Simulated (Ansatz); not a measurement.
System: CsCl-type NaI (model structure). Method: r²SCAN+rVV10 in Ansatz (PAW).

Settings: plane-wave cutoff 500 eV, 8×8×8 k mesh, gaussian smearing 0.02 eV, scalar-relativistic PAW data made under PBE.

Cell (relaxed at this level):

Space group Pm-3m (No. 221); a = 4.000 Å, b = 4.000 Å, c = 4.000 Å, α = 90.00°, β = 90.00°, γ = 90.00°

```csv
atom,site,symmetry,x,y,z
Na,1a,m-3m,0.0000,0.0000,0.0000
I,1b,m-3m,0.5000,0.5000,0.5000
```

Question: Estimate the band gap that the calculation returns.

Answer: 
- band gap: 3.04 eV (on the SCF k mesh)

Note: the relaxation could raise the start's symmetry but not lower it, so the cell can be a saddle point.

Spin–orbit coupling is not included; with these elements it can move the gap by several tenths of an eV or more.

The computed numbers hold no vibrational or temperature effects.

It cost roughly 60 core-seconds of CPU time.

A model structure was made by putting elements into a prototype or built by hand; it is no filed structure, need not be a known phase, and can be a saddle point held by its symmetry.

Ansatz is a quantum-chemistry and plane-wave program.
